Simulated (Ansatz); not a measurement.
The parent structure is HfS$_{2}$ in the CdI2 type structure (space group P-3m1, No. 164; layered, stacked along the Cartesian z axis).

```xyz
3
Lattice="3.6057 0.0000 0.0000 -1.8028 3.1226 0.0000 0.0000 0.0000 5.7676" Properties=species:S:1:pos:R:3 pbc="T T T"
Hf     0.0000     0.0000     0.0000
S      0.0000     2.0817     1.4564
S      1.8028     1.0409     4.3112
```

Cartesian axes are those of the cell as printed.

Computed with DFT with PBE-D3(BJ), PAW potentials and a 420 eV plane-wave cutoff in Ansatz (a first-principles code), scalar-relativistic without spin-orbit coupling.

Modification: the cell is stretched by 1.00 % along z with no lateral relaxation, atoms relaxed at fixed cell.

Task: Estimate the effect on the largest internal atomic displacement and stress.

Result: The largest internal atomic displacement comes out as 0.013 Å; the stress (xx, yy, zz, yz, xz, xy; compression positive) amounts to (-0.06, -0.06, -0.37, 0.00, 0.00, 0.00) GPa.

The cells carry an imposed strain or load. Whether these cells are dynamically stable was not tested.
